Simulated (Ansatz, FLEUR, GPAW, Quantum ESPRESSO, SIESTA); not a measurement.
MgAl2C2 (P1, 5 atoms in the cell) computed with different codes at matched settings

Self-consistent single point, at a second geometry (atoms moved at random). First geometry:

```yaml
crystal:
  lattice:
    - [3.34691, 0.00000, 0.00000]
    - [-1.67345, 2.89851, 0.00000]
    - [0.00000, 0.00000, 5.74859]
  atoms:
    - { symbol: Mg, position: [0.00000, 0.00000, 0.00000] }
    - { symbol: Al, position: [0.66667, 0.33333, 0.35001] }
    - { symbol: Al, position: [0.33333, 0.66667, 0.64999] }
    - { symbol: C, position: [0.33333, 0.66667, 0.27008] }
    - { symbol: C, position: [0.66667, 0.33333, 0.72992] }
```

Second geometry:
```
Mg(AlC)2
1.0
    3.34691     0.00000     0.00000
   -1.67345     2.89851     0.00000
    0.00000     0.00000     5.74859
Mg Al C
1 2 2
Direct
  0.98690   0.98013   0.99257
  0.68531   0.34908   0.35137
  0.32882   0.66322   0.65028
  0.32774   0.66516   0.27691
  0.67123   0.34242   0.72888
```

Shared settings, as Ansatz (an electronic-structure program) writes them: kpoints.mp_grid.grid = 8 8 4; scf.occupations.method = fixed. Potentials and cutoffs stand in the table.

```
code                                                                                                                                      model  ΔF from the first geometry (meV/atom)  pressure (GPa)  largest force (eV/Å)  gap on the mesh (eV)           cutoff
----------------  -----------------------------------------------------------------------------------------------------------------------------  -------------------------------------  --------------  --------------------  --------------------  ---------------
SIESTA            GGA PBEsol, numerical atomic orbitals DZP, PseudoDojo PBEsol standard norm-conserving potentials (rewritten from UPF to PSML)                                   20.5            8.50                 1.485                 1.722      grid 400 Ry
Quantum ESPRESSO                                                                           PBEsol, GBRV 1.5 ultrasoft (PBESOL) pseudopotentials                                   17.8            4.80                 1.392                 1.762            40 Ry
GPAW                                                                                      PBEsol, GPAW PAW datasets PBEsol (made by gpaw-setup)                                   18.4               –                 1.406                 1.757           900 eV
Ansatz                                                                                                  PBEsol, default PAW files made with PBE                                   17.7            4.68                 1.384                 1.767          30.9 Ry
FLEUR                                                                           PBEsol, all-electron FLAPW (FLEUR), scalar-relativistic valence                                   18.0               –                     –                 1.769  Kmax 4.3 1/bohr
```

Size of the force on each atom (eV/Å): Sizes of forces hide their directions.

```tsv
code	Mg1	Al2	Al3	C4	C5
SIESTA	0.571	1.485	0.650	1.277	0.769
Quantum ESPRESSO	0.511	1.392	0.608	1.164	0.652
GPAW	0.517	1.406	0.612	1.194	0.686
Ansatz	0.512	1.384	0.606	1.154	0.647
```

A dash marks a value that a program does not give, or that is left out as unsure.

Gaps are read on the mesh.

The spread over the programs that give each value: ΔF from the first geometry within 2.8 meV/atom; pressure within 3.82 GPa; largest force within 0.101 eV/Å; gap on the mesh within 0.047 eV.

SIESTA uses small atom-centred bases, whose incompleteness enters pressures, forces and empty levels differently from a plane-wave cutoff. FLEUR treats all electrons, but the usual bases taken here (sphere radii, linearisation, local orbitals, empty states) were not tested for convergence, so the values are no reference for the others. Ansatz's pressure is given at a fixed set of plane waves, as the other plane-wave codes print theirs; with its correction for the finite basis it is 4.89 GPa (the shift of 0.22 GPa shows how far the cutoff is from converged). The pressure of GPAW is left out: its cutoff lies under the one at which its stress was checked. In the pressure, SIESTA (by 3.76) lies more than 1 GPa from the median of the plane-wave programs. In the force vectors, SIESTA (by 0.143) lies more than 0.08 eV/Å from the median of the plane-wave programs.

The starting cell comes from a database of computed structures (which also holds hypothetical and non-ambient phases and stackings), without a prior relaxation at this level. Its lattice was rescaled by a random factor within 2.5 % of one. For this run, on top of that: atoms moved at random.

Left out of this page: ABINIT (with a known weakness of the program); CP2K (unsound by tests on forces, stress, charge or solver warnings).

Keys are those of Ansatz 0.2.
